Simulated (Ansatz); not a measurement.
NiAl (R-3m): band-structure transport figures

Here is the system:

```xyz
2
Lattice="2.8581 -0.0071 -0.0071 -0.0071 2.8581 -0.0071 -0.0071 -0.0071 2.8581" Properties=species:S:1:pos:R:3 pbc="T T T"
Al     1.4220     1.4220     1.4220
Ni     0.0000     0.0000     0.0000
```

Calculation: PBEsol, rigid bands (plane waves, PAW, scalar-relativistic; Ansatz, a first-principles code). Condition of this run: uniaxial stress along [111] of 2 GPa (compression positive) (the target of the relaxation). Cell: cell and atoms relaxed with PBEsol, then loaded as said.

| Item | Value |
|---|---|
| density of states at the Fermi level | 0.806 states/(eV·cell), both spins |
| bare Sommerfeld coefficient | 0.95 mJ/(mol of atoms·K²) |
| Drude plasma energy | 7.2 eV |
| root-mean-square Fermi velocity | 7.6e5 m/s |
| resistivity times τ | 9.3 ×10⁻²² Ω·m·s |

A metal at this level (no band gap); rigid bands, thermally averaged at 300 K, both spins. Spin-orbit coupling is left out. τ is one relaxation time for all states.

Treated as nonmagnetic (a ferromagnetic start lost its moment, other orders weren't tried): NiAl (R-3m).
